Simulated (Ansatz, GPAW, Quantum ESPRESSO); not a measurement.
## Code comparison for ZnSe (F-43m, 2 atoms in the cell)

Self-consistent single point.

```yaml
crystal:
  lattice:
    - [0.00000, 2.83500, 2.83500]
    - [2.83500, 0.00000, 2.83500]
    - [2.83500, 2.83500, 0.00000]
  atoms:
    - { symbol: Zn, position: [0.00000, 0.00000, 0.00000] }
    - { symbol: Se, position: [0.25000, 0.25000, 0.25000] }
```

Shared settings, as Ansatz (a program for electronic structure) writes them: kpoints.mp_grid.grid = 1 1 1; scf.occupations.method = fermi_dirac; scf.occupations.width = 0.01 eV. Potentials and cutoffs stand in the table.

```
code                                                          model  pressure (GPa)  cutoff
----------------  -------------------------------------------------  --------------  ------
Ansatz                                       PBE, default PAW files           47.88  420 eV
GPAW                   PBE, GPAW PAW datasets PBE (gpaw-data 1.0.1)           48.27  800 eV
Quantum ESPRESSO  PBE, SSSP 1.1.2 efficiency (PBE) pseudopotentials           48.31   50 Ry
```

The spread over the programs that give each value: pressure within 0.43 GPa.

Ansatz's pressure is given at a fixed set of plane waves, as the other plane-wave codes print theirs; with its correction for the finite basis it is 48.00 GPa.

On the base mesh (10 10 10) the same programs gave: Ansatz pressure 1.97 GPa, gap on the mesh 1.283 eV; Quantum ESPRESSO pressure 1.87 GPa; GPAW pressure 2.00 GPa.

The values differ from the base mesh's, so the mesh still matters here: the table compares the programs at equal settings.

The starting cell has typed, rounded lattice constants, without a prior relaxation at this level.

Left out of this page: CP2K (on another mesh); Elk and FLEUR (not drawn, or without a comparable value); SIESTA (unsound by tests on forces, stress, charge or solver warnings).

Keys are those of Ansatz 0.2.
